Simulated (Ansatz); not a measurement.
Base system: TiAl (space group P4/mmm, No. 123; relaxed with 0.1 eV smearing).

```
CELL_PARAMETERS angstrom
      2.81271     0.00000     0.00000
      0.00000     2.81271     0.00000
      0.00000     0.00000     4.06160
ATOMIC_POSITIONS crystal
  Ti 0.00000 0.00000 0.00000
  Al 0.50000 0.50000 0.50000
```

Cartesian axes are those of the cell as printed.

Calculations: r2SCAN/PAW in Ansatz (a quantum-chemistry and plane-wave program), no spin-orbit coupling.

For the base:

* **Shortest interatomic distance**: 2.813 Å

Perturbation: the cell is compressed by 3.00 % along x with no lateral relaxation; the atoms relax in the strained cell.

Predict the new energy relative to the base, stress and shortest interatomic distance.

The energy increases by 10 meV/atom; the stress (xx, yy, zz, yz, xz, xy; compression positive) comes out as (7.1, 1.9, 2.8, 0.0, 0.0, 0.0) GPa; the shortest interatomic distance falls by 0.0844 Å to 2.728 Å.

Stability against distortions was not tested. The final runs are not spin-polarised.
